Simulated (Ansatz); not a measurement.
**CsPbCl₃ in the cubic perovskite structure (space group Pm-3m, No. 221)**

```
CsPbCl3
1.0
    5.61875     0.00000     0.00000
    0.00000     5.61875     0.00000
    0.00000     0.00000     5.61875
Cs Pb Cl
1 1 3
Direct
  0.00000   0.00000   0.00000
  0.50000   0.50000   0.50000
  0.00000   0.50000   0.50000
  0.50000   0.50000   0.00000
  0.50000   0.00000   0.50000
```

Computed with PBEsol in Ansatz (plane waves to 420 eV, PAW, scalar-relativistic without spin-orbit coupling). Γ-centred 6×6×6 mesh, Fermi–Dirac width 0.05 eV.

* **Volume per atom**: 35.48 Å³
* **Density**: 4.18 g/cm³
* **Band gap**: 1.83 eV, direct at R
* **Electron mass (degenerate bands, along [100])**: 0.10, 0.83, 0.83 mₑ
* **Hole mass**: 0.17 mₑ
* **Lowest conduction-band minima above the VBM**: R along ⟨111⟩ 1.83 eV; Γ 3.24 eV
* **Total energy**: -4106.125 eV/atom (σ→0; compares only within this code and set-up)

Spin-orbit coupling, missing from the scalar runs, can matter with Pb. Effective masses come from finite differences of ±0.01 Å⁻¹. Stability against distortions was not tested. Many cubic perovskites are stable only at high temperature; tilts and polar distortions were not tested. This is not the structure that CsPbCl3 has at room temperature and ambient pressure.

Ansatz is a program for electronic structure.
